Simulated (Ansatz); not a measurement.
# Thickness series in P

Start from P in the black-P type structure (space group Cmce, No. 64; a = 3.302 Å, b = 10.691 Å, c = 4.467 Å; layered, stacked along the Cartesian y axis).

Free-standing slabs (4 atom(s) a layer) normal to the stacking axis with 15 Å of vacuum; in-plane cell relaxed.

Computed with r2SCAN+rVV10, PAW, 500 eV (Ansatz, a quantum-chemistry and plane-wave program; no spin-orbit coupling).

Notes on the quantities. excess energy per area of both faces: slab less bulk energy over the cell's area: twice a surface energy; uncertain by up to 0.2 J/m²; layer's space group: with vacuum.

```csv
variant,excess energy per area of both faces,band gap,layer's space group,shortest interatomic distance,thickness between the outermost nuclei
base,–,zero,–,2.213 Å,–
1 layer,0.39 J/m²,1.02 eV,Pmna (No. 53),2.205 Å,2.09 Å
2 layers,0.4 J/m²,0.59 eV,Pbcm (No. 57),2.207 Å,7.45 Å
3 layers,0.4 J/m²,0.38 eV,Pmna (No. 53),2.207 Å,12.80 Å
4 layers,0.4 J/m²,0.27 eV,Pbcm (No. 57),2.208 Å,18.15 Å
```

Slab and bulk use different k-meshes, which limits the precision of the excess energy. Stability against distortions was not tested. Gaps under 0.05 eV, about the width of the smearing, are given as zero. The zero or small gap of P can change with the level of theory.
